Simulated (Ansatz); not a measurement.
System: interstitial Na in corundum (charge state +1). Level of theory: HSE06, atoms relaxed with HSE06 at the PBE lattice, PAW (plane waves to 420 eV; Ansatz, a program for electronic structure).

Settings: 270 host sites, the relaxed PBE lattice, the Γ point alone, smearing 0.01 eV, spin-restricted, no image-charge correction. Energies are static. The charge state is imposed; whether it is stable for some Fermi level was not computed. Sites that were not tried may lie lower.

The step: Na moves alone to another site. Atoms about the jump, Cartesian Å from the middle of the jump, before and after:

| atom | x0 | y0 | z0 | x1 | y1 | z1 |
|---|---|---|---|---|---|---|
| Na1 | -1.20 | -0.69 | 1.09 | 1.20 | 0.69 | -1.09 |
| O2 | -0.43 | 0.81 | -0.08 | -0.48 | 0.78 | 0.08 |
| O3 | -0.29 | -2.11 | -0.08 | -0.26 | -2.07 | -0.01 |
| O4 | 1.93 | -0.81 | 0.01 | 1.97 | -0.81 | 0.08 |
| O5 | 0.48 | -0.61 | 2.26 | 0.48 | -0.60 | 2.25 |
| Al6 | 1.24 | 0.73 | 0.83 | 1.20 | 0.69 | 1.14 |
| Al7 | -1.20 | -0.69 | -1.14 | -1.25 | -0.71 | -0.83 |
| O8 | 0.28 | -0.71 | -2.25 | 0.29 | -0.72 | -2.26 |
| Al9 | 1.25 | -2.10 | 1.35 | 1.21 | -2.10 | 1.35 |
| Al10 | 1.21 | -2.10 | -1.35 | 1.19 | -2.14 | -1.35 |
| O11 | 2.15 | 2.10 | -0.01 | 2.12 | 2.11 | 0.08 |
| O12 | 0.46 | 1.96 | 2.18 | 0.44 | 1.97 | 2.25 |
| Al13 | -1.21 | 2.14 | 1.35 | -1.22 | 2.08 | 1.35 |

Where do these atoms stand at the saddle point, and how high is it?


```json
[
 {"atom": "Na1", "x": "0.28", "y": "-0.42", "z": "0.08"},
 {"atom": "O2", "x": "-0.91", "y": "0.96", "z": "-0.17"},
 {"atom": "O3", "x": "-0.21", "y": "-2.26", "z": "-0.04"},
 {"atom": "O4", "x": "2.17", "y": "-0.75", "z": "0.21"},
 {"atom": "O5", "x": "0.57", "y": "-0.57", "z": "2.20"},
 {"atom": "Al6", "x": "1.65", "y": "0.83", "z": "1.16"},
 {"atom": "Al7", "x": "-1.57", "y": "-0.55", "z": "-1.12"},
 {"atom": "O8", "x": "0.22", "y": "-0.69", "z": "-2.12"},
 {"atom": "Al9", "x": "1.31", "y": "-2.20", "z": "1.41"},
 {"atom": "Al10", "x": "1.17", "y": "-2.22", "z": "-1.41"},
 {"atom": "O11", "x": "2.17", "y": "2.10", "z": "0.03"},
 {"atom": "O12", "x": "0.53", "y": "1.94", "z": "2.17"},
 {"atom": "Al13", "x": "-1.24", "y": "2.10", "z": "1.27"}
]
```
It lies 4.20 eV above the start and 4.20 eV above the end. The saddle point's order was not checked.
